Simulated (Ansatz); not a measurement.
The starting structures come from a database of crystals and need not be the phases stable at ambient conditions.

 Where the default PAW files enter, the runs use the earlier of Ansatz's two default sets.

Inside the gap of an insulator the Bloch states are evanescent, with a wavenumber k + iκ along the transport direction.

Data:

```yaml
crystal:
  lattice:
    - [4.33735, 0.00000, 0.00000]
    - [0.00000, 4.33748, 0.00000]
    - [0.00000, 0.00000, 12.26947]
  atoms:
    - { symbol: Pb, position: [0.25025, 0.75000, 0.87501] }
    - { symbol: Pb, position: [0.74975, 0.25000, 0.12499] }
    - { symbol: Pb, position: [0.75025, 0.25000, 0.62499] }
    - { symbol: Pb, position: [0.24975, 0.75000, 0.37501] }
    - { symbol: Se, position: [0.25016, 0.75000, 0.62501] }
    - { symbol: Se, position: [0.74984, 0.25000, 0.37499] }
    - { symbol: Se, position: [0.75016, 0.25000, 0.87499] }
    - { symbol: Se, position: [0.24984, 0.75000, 0.12501] }
```

Space group of this cell: Pnma, rock salt. The cell was relaxed by PBE-D3(BJ); by r2SCAN its mean pressure is 1.1 GPa.

Transport runs along the normal of the first two printed cell vectors.

The gap is the functional's own. No spin-orbit coupling. Mid-gap values are interpolated on the energy grid.

Task: Compute, with r2SCAN run with Ansatz (a quantum-chemistry and plane-wave program), the band gap and the smallest decay constant κ at mid-gap.

Result: Gap 0.60 eV on a 8×8×4 mesh; κ = 0.069 1/Å, at (0.000, 0.500) of the in-plane reciprocal vectors. At the zone centre, at the nearest computed energy, the slowest state has κ = 0.13 1/Å.
